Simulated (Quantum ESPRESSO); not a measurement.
# Refining one setting for TlCu2S2 (I4/mmm, 5 atoms in the cell)

```
CELL_PARAMETERS angstrom
     -1.88855     1.88855     6.68955
      1.88855    -1.88855     6.68955
      1.88855     1.88855    -6.68955
ATOMIC_POSITIONS crystal
  Tl 0.00000 0.00000 0.00000
  Cu 0.75000 0.25000 0.50000
  Cu 0.25000 0.75000 0.50000
  S  0.36000 0.36000 0.00000
  S  0.64000 0.64000 0.00000
```

Method of the run: PBEsol, PSlibrary PAW (PBE) pseudopotentials (plane waves; Quantum ESPRESSO).

The starting cell comes from a database of published, mostly measured structures (it also holds non-ambient and calculated ones), without a prior relaxation at this level. Spin polarisation is off; with an odd number of electrons in the cell that forces a metal, and a magnetic state may lie lower. In the base run, with a pressure of about -5 GPa the cell is away from its equilibrium volume at this level.

Held fixed: occupations = smearing; smearing = methfessel-paxton; degauss = 0.0099958 Ry; input_dft = pbesol; K_POINTS = automatic 8 8 8 0 0 0; conv_thr = 1e-09 Ry; mixing_beta = 0.4. Moved along with it: ecutrho.

ΔF is the free energy per atom less that of the last row (65 Ry).

```csv
ecutwfc,ΔF (meV/atom),pressure (GPa),largest force (eV/Å),plane waves,iterations
20 Ry,16047.8,-443.52,0.387,988,11
25 Ry,4291.7,-174.07,0.847,1378,11
30 Ry,975.6,-55.59,0.934,1804,10
35 Ry,…,-16.95,0.945,2276,11
40 Ry,…,-7.13,0.951,2774,11
45 Ry,31.8,-5.43,0.951,3303,10
50 Ry,21.3,-5.33,0.951,3892,10
57 Ry,8.9,-5.28,0.953,4711,10
65 Ry,0.00,-5.06,0.954,5729,10
```

Problem. What belongs in the gaps?

Solution. 
- 35 Ry, ΔF (meV/atom): 203.7
- 40 Ry, ΔF (meV/atom): 57.5
